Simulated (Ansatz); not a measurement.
A computed series for WSe2: response to strain

The parent structure is WSe2 in the 2H-MoS2 type structure (space group P6_3/mmc, No. 194; layered, stacked along the Cartesian z axis).

```
WSe2
1.0
    3.27899     0.00000     0.00000
   -1.63949     2.83969     0.00000
    0.00000     0.00000    12.78582
W Se
2 4
Direct
  0.33333   0.66667   0.25000
  0.66667   0.33333   0.75000
  0.33333   0.66667   0.61827
  0.66667   0.33333   0.11827
  0.66667   0.33333   0.38173
  0.33333   0.66667   0.88173
```

Cartesian axes are those of the cell as printed.

Strains are applied to the cell and any free atomic positions relax; under biaxial strain the out-of-plane vector relaxes too; under stress the whole cell relaxes.

Computed with DFT with PBE-D3(BJ), PAW potentials and a 420 eV plane-wave cutoff in Ansatz (a first-principles code), no spin-orbit coupling, earlier PAW set.

Notes on the quantities. pressure: mean of the normal stresses, compression positive.

```tsv
change	band gap	smallest direct gap	hole mass	volume per atom	pressure
base	0.87 eV	1.57 eV	1.3 mₑ along c, 0.70 mₑ across (at Γ)	19.84 Å³	0.0 kbar
biaxial strain −4.25 %, plane normal [001], relaxed out of plane	0.76 eV	1.44 eV	0.66 mₑ out of plane, 0.54 mₑ in plane (at K)	18.50 Å³	78.8 kbar
biaxial strain −1.83 %, plane normal [001], relaxed out of plane	0.90 eV	1.74 eV	1.1 mₑ out of plane, 0.90 mₑ in plane (at Γ)	19.26 Å³	30.7 kbar
biaxial strain −1.55 %, plane normal [001], relaxed out of plane	0.90 eV	1.77 eV	1.1 mₑ out of plane, 0.86 mₑ in plane (at Γ)	19.35 Å³	25.7 kbar
biaxial strain −0.64 %, plane normal [001], relaxed out of plane	0.88 eV	1.65 eV	1.2 mₑ out of plane, 0.77 mₑ in plane (at Γ)	19.64 Å³	10.2 kbar
isotropic strain +1.22 %	0.94 eV	1.44 eV	1.3 mₑ along c, 0.70 mₑ across (at Γ)	20.58 Å³	-22.1 kbar
isotropic strain +1.90 %	0.97 eV	1.37 eV	1.3 mₑ along c, 0.69 mₑ across (at Γ)	20.99 Å³	-32.7 kbar
uniaxial strain ε_zz = −1.06 %	0.82 eV	1.55 eV	1.4 mₑ along z, 0.64 mₑ across (at Γ)	19.63 Å³	3.7 kbar
uniaxial stress, 0.5 GPa tension along z	0.91 eV	1.58 eV	1.2 mₑ along z, 0.75 mₑ across (at Γ)	19.99 Å³	–
```

Spin-orbit coupling, missing from the scalar runs, can matter with W. Effective masses come from finite differences of ±0.01 Å⁻¹. Beyond what the load breaks, stability against distortions was not tested.
